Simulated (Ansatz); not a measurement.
Consider Cs₃AuS in the anti-perovskite structure (space group Pm-3m, No. 221; a = 6.542 Å; a hypothetical phase, not in the database extracts checked).

Levels (all Ansatz, a quantum-chemistry and plane-wave program, PAW): PBEsol (420 eV, spin-orbit coupling left out); HSE06 (420 eV, no SOC).

Its gap is 1.03 eV with PBEsol and 1.80 eV with HSE06.

The change: a hydrostatic pressure of 0.7 GPa.

With PBEsol the gap becomes 0.90 eV.

Problem. If the HSE06 correction stayed the same, what would the HSE06 gap be, and what does the HSE06 run give?

Solution. A rigid correction of +0.77 eV gives 1.67 eV. The HSE06 run gives 1.68 eV, so the two effects roughly add.

Single points use the geometry relaxed with PBEsol. HSE06 gaps are upper bounds (no full band path). With Au present, leaving out spin-orbit coupling can change the band edges. Load acts through the strain it causes; cell and atoms are relaxed under it. No phonon test of stability was made.
